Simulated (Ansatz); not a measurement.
Take SiO2 (space group P3_221, No. 154) as the base.

```xyz
9
Lattice="4.9490 0.0000 0.0000 -2.4745 4.2860 0.0000 0.0000 0.0000 5.4415" Properties=species:S:1:pos:R:3 pbc="T T T"
Si    -1.1641     2.0162     1.8138
Si     1.3104     2.2697     0.0000
Si     2.3282     0.0000     3.6277
O      0.2994     1.7682     1.1664
O      0.7934     3.6612     4.7940
O      3.2679     0.6248     2.4613
O      2.7739     2.5177     0.6474
O      1.3816     1.1435     4.2751
O     -1.0929     3.1425     2.9802
```

Cartesian axes are those of the cell as printed.

Method: PBEsol, PAW, 420 eV (Ansatz, a quantum-chemistry and plane-wave program; spin-orbit coupling left out).

For the base:

The shortest interatomic distance comes out as 1.619 Å.

Modification: compressive biaxial strain of 1.50 % in the plane normal to [001], as in epitaxy on a mismatched substrate; the out-of-plane cell vector and the atoms relax.

Problem. Estimate the effect on the out-of-plane strain, in-plane stress and shortest interatomic distance.

Solution. The out-of-plane strain comes out as +0.32 %; the mean in-plane stress (compression positive) comes out as +1.3 GPa; the shortest interatomic distance stays 1.619 Å.

Stability against distortions was not tested.
